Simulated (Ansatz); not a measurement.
N on the 1x1 (110) surface of zinc-blende GaAs (cut with top plane As + Ga), one in a 2x1 cell, started at the site 'hollow As-As-Ga-Ga'

Host crystal: zinc-blende GaAs, with a band gap (PBE, scalar-relativistic without spin-orbit coupling).

The numbers are results of PBE (plane waves to 420 eV, PAW; Ansatz, a quantum-chemistry and plane-wave program), not measurements.

Set-up: 21 atoms, 8.6 Å thick at the start under the adsorbate (thin: gaps and levels are the slab's own); mesh 3x4x1; 0.01 eV smearing; dipole correction on; 8 atoms held, the rest relaxed; start symmetry kept, larger cells not searched; spin-polarised, ending with about 1.0 μB a cell; orders that need a larger cell were not tried, no spin-orbit, no U, no dispersion correction. At the end it is bonded to As + 3 Ga. In PBE it is, or lies within 0.03 eV of, the lowest of the starts that converged.

```
Item                                                                                                                                                                                   Result
------------------------------------------------------------------------------------------------------  -------------------------------------------------------------------------------------
energy of the end state, in which the adsorbate ended below the top plane of the host, against ½ N2(g)                                                                                2.00 eV
change of the step from the bottom to the top vacuum level, against the clean slab                                                                                                   -0.20 eV
energy released by relaxation                                                                                                                                                         3.06 eV
height of the binding atom over the mean of the host atoms within 0.3 Å of the top one                                                                                               -1.867 Å
magnetic moment of the cell                                                                                                                                                           1.00 μB
largest move of a host atom                                                                                                                                                            1.24 Å
caution                                                                                                 the host itself rearranges in this cell, so the energy holds part of a reconstruction
note                                                                                                                          in the relaxation the adsorbate left its starting site by 2.8 Å
cost                                                                                                                                                                 roughly 120 core-minutes
```

A negative adsorption energy means that the adsorbate is more stable on the surface than in its reference.
